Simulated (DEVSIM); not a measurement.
Structure: Co/Al2O3/SiO2/p-Si capacitor, at 400 K.

Layer 1 from the left is Al2O3, thickness (nm) 1.20. Layer 2 from the left is SiO2, thickness (nm) 1.10. Layer 3 from the left is Si, thickness (nm) 2600, Na (cm⁻³) 4.8e16.

Metal gate on the left, work function 5 eV. Fixed charge at the semiconductor interface 0 cm⁻² (in units of +e); no interface traps.

The device is made up for the run: typed textbook-type constants, with dimensions and the other settings drawn at random. Values at 300 K; Nc and Nv go as T^1.5, mobilities as T to minus their exponent, the gap by Varshni's rule with the affinity fixed.

Al2O3: gap (eV) 6.8, affinity (eV) 1.35, permittivity 9. SiO2: gap (eV) 9, affinity (eV) 0.9, permittivity 3.9. Si: gap (eV) 1.124, affinity (eV) 4.05, permittivity 11.7, Nc (cm⁻³) 2.86e19, Nv (cm⁻³) 3.1e19, Varshni α (eV/K) 0.000473, Varshni β (K) 636.

Question: Estimate by hand the flat-band voltage, the threshold voltage, and compare with a numerical solution.

Answer: 
- Flat-band voltage: C = 2.13 μF/cm², work-function difference 0.091 V; VFB = φms − qNf/C = 0.09 V; numerical 0.09 V.
- Threshold voltage: φF = 0.312 V, depletion charge √(4εqNφF) = 9.97e-8 C/cm²; VT = VFB + 2φF + Qd/C = 0.76 V; numerical 0.76 V.

Simulated with DEVSIM: 1D Poisson equation in equilibrium, Boltzmann statistics, complete ionisation; no quantum confinement or tunnelling. Metal contacts follow the ideal Schottky-Mott rule: no Fermi-level pinning, no interface dipoles.
